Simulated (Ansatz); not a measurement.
Consider this model of amorphous Si$_{24}$O$_{51}$Y$_{2}$.

```
Y2O51Si24
1.0
   10.44184     0.35334    -0.22537
    0.35334    10.38707    -0.21178
   -0.22537    -0.21178    10.73640
Si O Y
24 51 2
Cartesian
  8.68988   8.76567   5.85279
  9.63914   6.06860   9.82396
  8.02199  10.51917   3.46656
  7.00035   7.87511   2.05222
 10.10816   5.01340   4.44332
  5.25643   1.75098   2.80445
  6.27279   7.01518   4.76158
  4.20391   7.56242   1.38930
  3.06924   5.59428   8.02461
  0.70698   7.63359   4.74287
  8.25221   1.83448   9.02391
  0.82082   0.26983   8.97611
  0.06460  -0.03661   3.49582
  4.62288   5.06464  10.46666
  1.57908   3.31089   6.33678
  9.46067   4.06108   7.32297
  6.89737   9.79873   7.87374
  5.74434   5.12071   6.81973
  6.86790   3.31461   0.64228
  1.80695   0.47437   5.95105
  1.69504   7.64473   9.78087
  8.75280   5.44252   1.67656
  3.59551   8.42098   4.47326
  6.78771   6.91856   8.95268
  3.63877   8.16186   2.82458
  6.27735   6.92653   3.15452
  1.88215   1.10487   9.83838
  2.31144   7.60399   5.06271
  9.81090   5.33242   0.42971
  9.28585   4.73820   3.06322
  0.56455   0.62929   4.93337
  9.72276   1.13387   8.95097
  7.56852   9.29910   2.51655
  7.08608   0.69735   8.97208
  1.19059   9.15563   9.51564
  5.91871  10.42292   6.77048
  2.26025   4.60382   7.01791
  5.53182   3.54379   6.95845
 10.26818   8.35385   5.84421
  8.27147   6.94715   9.64914
  5.00159   7.98128   5.14005
  6.05521   5.50143   5.26283
  4.23436   5.94717   1.12566
  0.98040   3.69024   4.86652
  6.42722   2.24455   1.75438
  8.30935   3.00656   7.82912
  0.40695   8.70186   3.54284
  5.69640   8.19945   1.08039
  3.36926   4.84628   9.44175
  4.53243   2.68790   3.88623
  3.09572   8.18803   0.25728
  6.30232   0.99013   3.94915
  9.21699   4.79237   5.83844
  9.83153   5.16384   8.47523
  1.29620  -0.01491   7.41093
  4.27411   0.77580   1.98463
  2.30227   6.98799   8.42134
  8.32212   9.12458   7.36582
  1.00518   0.32853   2.26985
  0.48529   6.70445  10.30367
  8.34907   7.03522   1.68702
  2.57282   1.97457   6.16863
  7.86627   2.60303  10.42011
  3.35274   9.99085   4.98484
  0.24254   6.14370   4.36230
  5.50217   3.79908  -0.13141
  8.96739   0.85467   3.01245
  6.94044   5.89764   7.66933
  0.38008   2.80418   7.31592
  7.70492   7.60451   5.25993
  5.68925   6.15847   9.90176
  7.37539   4.66939   1.36619
  6.28789   8.47369   8.70600
  8.49691  10.09744   4.95360
  4.41741   5.99921   7.24966
  2.56692   0.25858   0.90400
  5.00190   1.82322   5.83834
```

Methods: PBE, scalar-relativistic without spin-orbit coupling (Ansatz, an electronic-structure program); r2SCAN, scalar-relativistic without spin-orbit coupling (Ansatz); HSE06, scalar-relativistic without spin-orbit coupling (Ansatz). Neutral PBE cell, which sets geometry, pressure and energy: sampling: a 2×2×2 Γ-centred mesh; Fermi-Dirac width 0.02 eV; no spin polarisation. Exact exchange is cut at the faces of this 10 Å cell, which leaves hybrid gaps a finite-size error.

It comes from a melt-quench run on a machine-learned potential (CHGNet), relaxed afterwards by DFT. O atoms were pushed apart under 1.9 Å during the dynamics, to hinder bonds among them. The hot cell started wider than the set density and was brought back towards it in steps. It is the lowest in DFT energy of 2 quenches. It is a model cell: composition and starting density were chosen by hand, and all elements were melted together. No dispersion term was used. Cooling ran many orders faster than in experiment, which tends to leave more defects and strain. One small periodic cell is one sample of the glass; other quenches scatter about these values. The volume was held where the preparation left it and the shape relaxed.

Problem. Give the pressure and the spacing of the highest filled and lowest empty levels.

Solution. 
```yaml
Pressure on a 2×2×2 Γ-centred mesh: 0.00 GPa
Largest force and stress component on that mesh (the relaxation ran on the zone centre alone): 0.02 eV/Å and 0.0 GPa
Level gap on a 2×2×2 Γ-centred mesh (PBE): 4.25 eV
Level gap at the zone centre (PBE): 4.25 eV
Level gap at the zone centre (r2SCAN): 4.85 eV
Level gap at the zone centre (HSE06): 5.91 eV
Distance between the nearest levels spread over more than a fifth of the atoms or a third of the atoms of their main element (six at least) (PBE, zone centre): 5.34 eV
```

Problem. At PBE and the zone centre, how localised are the states just below and above the Fermi level (participation number: the atoms over which a state spreads)?

Solution. The highest filled state is spread over 2.6 atoms' worth, largest on O50, with weights by element (charge in smoothed Voronoi cells) O 0.95, Y 0.03, Si 0.03. The lowest empty state is spread over 65.0 atoms' worth, largest on O51, with weights by element (charge in smoothed Voronoi cells) O 0.70, Si 0.26, Y 0.04.

At PBE the levels at the filled edge of the gap are localised (band-tail or defect states), and the nearest spread-out levels lie 5.3 eV apart at the zone centre.

Cut-offs for bonds: Si-Si 2.60 Å, Si-O 1.90 Å, Si-Y 3.09 Å, O-O 1.58 Å, O-Y 2.82 Å, Y-Y 3.74 Å. Two cations that share two anions don't count as bonded, nor two that share one unless they lie closer than Si-Si 2.38 Å, Si-Y 3.01 Å, Y-Y 3.64 Å.

Added carriers, by PBE, scalar-relativistic without spin-orbit coupling (Ansatz) on the zone centre alone. Charged cells keep the cell fixed and stand in a uniform background, with no image correction, at a width of 0.01 eV; where the count is odd the moment is locked at 1 μB, unless the neutral cell bore moments. Each starts from the undistorted neutral geometry alone. PBE's self-interaction favours spread-out carriers, so it can miss traps that a hybrid finds.

Problem. What happens at PBE when the cell takes an extra electron and the atoms relax?

Solution. Relaxation lowers the charged cell by 0.02 eV. The largest moves are O45 0.07 Å, O72 0.06 Å, O56 0.06 Å, O32 0.05 Å. The level that holds the added charge spreads over 63.6 atoms' worth, most on O51 (weight 0.03): a carrier spread over the cell. No bond crosses its cut-off with a change of over 0.15 Å (metal-metal contacts aside). Made neutral again at that geometry, the cell lies +0.03 eV from the neutral start.

Problem. What happens at PBE when the cell takes a hole and the atoms relax?

Solution. Relaxation lowers the charged cell by 0.25 eV. The largest moves are O50 0.16 Å, O56 0.13 Å, Y77 0.13 Å, Si6 0.11 Å. The level that was emptied spreads over 2.9 atoms' worth, most on O50 (weight 0.50): a localised (trapped) carrier, which neighbours of that atom can share. No bond crosses its cut-off with a change of over 0.15 Å (metal-metal contacts aside). Made neutral again at that geometry, the cell lies +0.75 eV from the neutral start.
